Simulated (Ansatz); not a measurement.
**HfN: stress against strain**

HfN (rock salt, Fm-3m, 11.587 Å³/atom at rest, cube axes along x, y and z) under a strain ε along a cube axis (axis z), the other axes held. r2SCAN in Ansatz, a plane-wave DFT program (PAW, default set), 500 eV, 22×22×22 Γ-centred mesh, Fermi-Dirac smearing 0.10 eV; ions are relaxed within the symmetry of each cell. Stress is positive for a compressed cell.

Here s stands for strain and y for stress zz.

| strain (%) | stress zz (GPa) |
|---|---|
| -3.00 | ? |
| -1.50 | 9.99 |
| -1.00 | 6.46 |
| -0.50 | 3.13 |
| 0.00 | 0.00 |
| 0.50 | -2.95 |
| 1.00 | -5.72 |
| 1.50 | -8.33 |

The 7 complete rows are fitted with a straight line, y against s. Means: s 0, y 0.369. About the means, the sum of products is -42.700 and the sum of squares of s is 7.0000; the slope is their ratio. Least squares gives y = 0.369 - 6.1000·s. Residuals (row less fit): 0.471, -0.009, -0.289, -0.369, -0.269, 0.011, 0.451; standard error 0.379 (degrees of freedom: 5). The slope gives the elastic constant C11 = 610 ± 14 GPa.

Question: Predict the withheld y at s = -3.00 from the fit, and compare with the calculation.

Answer: y = 0.369 - 6.1000 × (-3.0) = 18.669 GPa. The calculation gives 21.85 GPa, 3.181 GPa above the prediction (10.5 % of the range of y in the table). The row lies outside the fitted rows, so this is an extrapolation. From the scatter of the fitted rows alone, a prediction at this place has a standard error of 0.590 GPa, so the miss is 5.4 times that.

One order more, fitted to all 13 runs of the series, follows each within 0.10, so the miss is the next term of a smooth law. In a metal these values are sensitive to mesh and smearing; energies are taken to zero smearing, stresses follow the free energy. Rows are the converged runs of the series near zero and its far end; series whose fitted rows scatter by over a few per cent of the range, as at a crossing or softening among them, aren't shown in this form. Most that stay on the fit to the last digits aren't either.
